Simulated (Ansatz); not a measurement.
We consider Nb (within 0.1 Å of Im-3m, No. 229, 7 atoms in the cell; start mp-1104341), described by r²SCAN (Ansatz, an electronic-structure program, PAW).

Numerical settings: plane-wave cutoff 560 eV, 20×12×6 k mesh (along the axes of the cell as run), Fermi–Dirac smearing 0.05 eV, no spin polarisation, scalar-relativistic PAW data made under PBE.

Cell (relaxed at this level):

```xyz
7
Lattice="2.8483 -0.0499 0.0363 0.0810 4.6839 0.1073 0.8706 2.1107 9.5115" Properties=species:S:1:pos:R:3 pbc="T T T"
Nb     2.3459     2.1777     5.4815
Nb     1.4540     4.5670     4.1736
Nb     3.3188     4.4723     6.8966
Nb     0.4811     2.2723     2.7585
Nb     1.3624     2.1330     8.1682
Nb     2.4376     4.6117     1.4869
Nb     1.4647     2.3170     0.0718
```

Problem. Give the computed bulk modulus B0.

Solution. 
- bulk modulus B0 = 175 GPa

Note: the run has no spin polarisation, so it can have missed a magnetic state; the bulk modulus is −V dP/dV from two relaxed cells at ±2 % in volume.

Static lattice: no zero-point or thermal effects.

It cost very roughly 90 core-minutes of CPU time.

A start named mp-… is a Materials Project structure, which need not be a measured phase.
